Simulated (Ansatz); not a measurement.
# CdTe: response to strain

Start from CdTe in the zinc blende structure (space group F-43m, No. 216; a = 6.618 Å).

Strains are applied to the cell and any free atomic positions relax.

Computed with PBE (Ansatz, an electronic-structure program), no SOC.

```tsv
isotropic strain (%)	pressure (GPa)
-3	4.0
-2	2.5
-1.5	1.8
0	0.0
0.5	-0.5
1.5	?
2	-1.8
2.5	-2.2
3	-2.5
```

Problem. Fit P = P₀ − Bδ + Cδ² with δ = (1 + ε)³ − 1 to the rows shown and predict the withheld row.

Solution. Least squares on the printed values gives P₀ = 0.0 GPa, B = 36.5 GPa, C = 103 GPa (largest residual 0.0 GPa); this predicts -1.4 GPa, and the run gives -1.4 GPa, in agreement.

Whether these cells are dynamically stable was not tested.
